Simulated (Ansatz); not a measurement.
The parent structure is BaTiO$_{3}$ (space group P4mm, No. 99; a = 3.9723 Å, c = 4.1128 Å). Axes: x, y, z lie along a, b, c of the conventional cell.

Computed with r2SCAN/PAW in Ansatz (a first-principles code), scalar-relativistic without spin-orbit coupling.

Strains are applied to the cell and any free atomic positions relax; under biaxial strain the out-of-plane vector relaxes too; under stress the whole cell relaxes.

One change was made to it. Results:

The shortest interatomic distance falls by 0.0048 Å to 1.817 Å; the width of the top valence band grows by 0.11 eV to 1.41 eV.

**Question.** What was done to the base?
(A) biaxial strain −4.36 %, plane normal [001], relaxed out of plane
(B) uniaxial stress, 1 GPa compression along z
(C) biaxial strain −0.74 %, plane normal [001], relaxed out of plane

**Answer.** C, biaxial strain −0.74 %, plane normal [001], relaxed out of plane. For comparison, the shortest interatomic distance in the other runs: biaxial strain −4.36 %, plane normal [001], relaxed out of plane gives 1.785 Å; uniaxial stress, 1 GPa compression along z gives 1.830 Å.

The levels and masses belong to the bands next to the band gap. Beyond what the load breaks, stability against distortions was not tested. All final runs are without spin polarisation.
